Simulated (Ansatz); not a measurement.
## Converging the k-point mesh: BaGaGeH (P3m1, 4 atoms in the cell)

```
CELL_PARAMETERS angstrom
      4.39993     0.00000     0.00000
     -2.19997     3.81045     0.00000
      0.00000     0.00000     5.29591
ATOMIC_POSITIONS crystal
  Ba 0.33333 0.66667 0.00946
  Ga 0.00000 0.00000 0.55053
  Ge 0.66667 0.33333 0.44636
  H  0.00000 0.00000 0.88298
```

Level of theory: PBEsol, default PAW files made with PBE (plane waves; Ansatz, an electronic-structure program).

Base settings: basis.ecutwfc = 420 eV; kpoints.mp_grid.grid = 7 7 5; hamiltonian.xc = pbesol; hamiltonian.pseudopotentials = {kind: paw} (the program's default PAW files); scf.occupations.method = gaussian; scf.occupations.width = 0.136 eV.

The second cell is the first with its lattice scaled by 0.98.

Only quantities that move along the ladder and can be compared are tabulated.

The count of work is k-points × plane waves × bands × iterations; it is no time. Core times come from one kind of shared machine, to one figure; runs under 30 s give none.

The starting cell comes from a database of computed structures (which also holds hypothetical and non-ambient phases and stackings), without a prior relaxation at this level. Its lattice was rescaled by up to half a per cent. One atom was moved a little off its site on purpose. In the base run, with a pressure of about -3 GPa the cell is away from its equilibrium volume at this level. Ansatz's pressure includes its estimate of the finite-basis (Pulay) stress.

| kpoints.mp_grid.grid | free energy less the last step's (meV/atom) | energy of the compressed cell less the first (meV/atom) | pressure (GPa) | largest difference of a force vector from the last step's (eV/Å) | count of work / last | core time / last (rough) |
|---|---|---|---|---|---|---|
| 2 2 1 | 451.70 | -21.35 | -3.54 | 1.270 | 0.0046 | – |
| 2 2 2 | 317.82 | -4.37 | -1.04 | 0.447 | 0.0091 | – |
| 3 3 2 | 78.49 | -14.50 | -2.69 | 0.114 | 0.014 | – |
| 4 4 3 | 21.66 | -17.51 | -3.34 | 0.044 | 0.018 | – |
| 5 5 4 | 8.95 | -17.28 | -3.29 | 0.034 | 0.039 | – |
| 6 6 4 | 3.93 | -17.34 | -3.32 | 0.014 | 0.055 | – |
| 6 6 5 | 3.73 | -17.55 | -3.36 | 0.017 | 0.046 | – |
| 7 7 5 | 1.74 | -17.51 | -3.36 | 0.013 | 0.055 | – |
| 8 8 6 | 0.92 | -17.44 | -3.35 | 0.006 | 0.11 | – |
| 9 9 7 | 0.46 | -17.47 | -3.36 | 0.005 | 0.14 | – |
| 10 10 7 | 0.26 | -17.47 | -3.36 | 0.003 | 0.16 | – |
| 11 11 8 | 0.15 | -17.45 | -3.36 | 0.002 | 0.22 | – |
| 12 12 9 | 0.08 | -17.46 | -3.36 | 0.002 | 0.29 | – |
| 14 14 10 | 0.03 | -17.45 | -3.36 | 0.001 | 0.42 | 0.4 |
| 15 15 11 | 0.02 | -17.46 | -3.37 | 0.001 | 0.51 | 0.5 |
| 17 17 12 | 0.00 | -17.46 | -3.37 | 0.000 | 0.70 | 0.6 |
| 19 19 14 | 0.00 | -17.46 | -3.37 | 0.000 | 1.0 | 1 |

Coarsest kpoints.mp_grid.grid that holds the pressure within 0.5 GPa of the last step, with all finer ones: 4 4 3, at 0.018 of the last step's count of work; the step before is off by 0.68 GPa.

Coarsest kpoints.mp_grid.grid that holds the forces within 0.02 eV/Å of the last step, with all finer ones: 6 6 4, at 0.055 of the last step's count of work; the step before is off by 0.034 eV/Å.

Coarsest kpoints.mp_grid.grid that holds the free energy within 2 meV/atom of the last step, with all finer ones: 7 7 5, at 0.055 of the last step's count of work; the step before is off by 3.7 meV/atom.

The energy difference between the two cells stays within 1 meV/atom of the last step's from 4 4 3 on, the total only from 8 8 6 on: much of the error is common to both cells and cancels.

Two neighbours can agree and both be off: 6 6 4 and 6 6 5 differ by 0.20 meV/atom in the free energy, yet lie about 3.7 meV/atom from the last step.

Keys are those of Ansatz 0.2.
